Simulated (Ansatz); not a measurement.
Ti3Al under a change: Ti vacancy, symmetric start

Consider an 8-atom supercell of Ti3Al (space group P6_3/mmc, No. 194; a = 5.747 Å, c = 4.632 Å) at its relaxed geometry.

The change: a neutral Ti vacancy, symmetric start, atoms relaxed at fixed cell.

All numbers come from r2SCAN, PAW, 500 eV (Ansatz, an electronic-structure program; scalar-relativistic without spin-orbit coupling), earlier PAW set. Γ-centred 10×10×10 mesh, Fermi–Dirac width 0.05 eV.

```json
{
  "pressure": "-3.8 GPa (base 0.0 GPa)",
  "energy_gained_by_relaxation": "0.08 eV",
  "largest_displacement_of_a_host_atom_from_its_site_in_the_perfect_cell": "0.12 Å",
  "mean_distance_from_the_defect_site_to_its_nearest_host_atoms": "2.78 Å (base 2.82 Å)"
}
```

In so small a cell the defect repeats every few ångströms: this is an ordered compound, not a dilute defect. The defect started on the symmetric site and kept its symmetry, so it may sit on a saddle. All final runs are without spin polarisation. The defect cell is not spin-polarised.
